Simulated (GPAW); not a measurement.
## Equation of state of hcp Ti (space group 194): energy against volume (GPAW, PBE)

```xyz
2
Lattice="2.8975 0.0000 0.0000 -1.4488 2.5093 0.0000 0.0000 0.0000 4.5968" Properties=species:S:1:pos:R:3 pbc="T T T"
Ti     1.4488     0.8364     3.4476
Ti     0.0000     1.6729     1.1492
```

Method of the run: PBE, GPAW PAW datasets PBE (gpaw-data 1.0.1) (plane waves; GPAW 25.7.0). Settings: mode = pw; ecut = 780 eV; xc = PBE; kpts = 23 23 13; mesh shift (steps) = 0 0 0; occupations.name = fermi-dirac; occupations.width = 0.05 eV; nbands = -10; convergence.forces = 0.001 eV/Å; symmetry.symmorphic = false; symmetry.tolerance = 0.0005; maxiter = 150. The cell above is the first row's. The rows scale it uniformly. In all rows fractional positions and the k mesh are held. E is the free energy at the stated smearing, counted from the lowest row.

```csv
V (Å^3/atom),E (meV/atom)
16.711,?
17.075,2.97
17.438,0.00
17.801,2.34
18.165,9.51
18.528,21.07
18.891,36.60
19.255,55.73
19.618,78.14
```

Using the third-order Birch-Murnaghan form, a cubic in V^(-2/3), estimate the missing E at V = 16.711 from the other rows, showing the fit.

With u = V^(-2/3) - 0.144, the rows have u = 0.006809, 0.004708, 0.002680, 0.000714, -0.001183, -0.003018, -0.004801, -0.006523. Least squares gives E = 13.335 - 5790.75·u + 631120·u² - 617679·u³. Residuals (row less fit): -0.001, 0.003, 0.003, -0.012, 0.000, 0.023, -0.022, 0.007; standard error 0.017 (degrees of freedom: 4). Its minimum lies at u = 0.004619, so V0 = (0.148619)^(-3/2) = 17.45. There d²E/du² = 1245000 and d³E/du³ = -3706000, so B0 = (4/9) × 17.45^(-7/3) × 1245000 × 0.160218 = 112 GPa (the last factor turns the table's units into GPa), and B0' = 4 + (2/3) × 0.148619 × (-3706000)/1245000 = 3.7. The program's pressures in the fitted runs (not shown) pass through zero at V = 17.38, 0.41 % from this V0. At the withheld row, u = 0.008991, so E = 13.335 - 5790.75 × 0.008991 + 631120 × 0.008991² - 617679 × 0.008991³ = 11.840 meV/atom. The calculation gives 11.78 meV/atom, 0.060 meV/atom below the prediction (0.1 % of the range of E in the table). The row lies outside the fitted rows, so this is an extrapolation. From the scatter of the fitted rows alone, a prediction at this place has a standard error of 0.052 meV/atom, so the miss is 1.2 times that.

Carrying the step between the two nearest rows on in a straight line would have given 5.95, off by 5.83; series whose last step already gives the withheld value aren't shown. The scan was laid around a cell of about the measured size, scaled by a guess for this functional; axis ratios and inner coordinates come from that cell. The runs keep the symmetry of the cell, so they don't test it for distortions. Spin polarisation is off. The shape of the cell and the inner coordinates aren't relaxed, so V0 and B0 belong to this uniform scaling; a relaxed crystal lies no higher in energy and is usually softer. Cutoffs and mesh are single choices, not tested for convergence of this quantity. Series with a scatter that would blur these digits, or in which a gap closes, are not shown. Nor are scans whose minimum lies at an end fitted in this form.
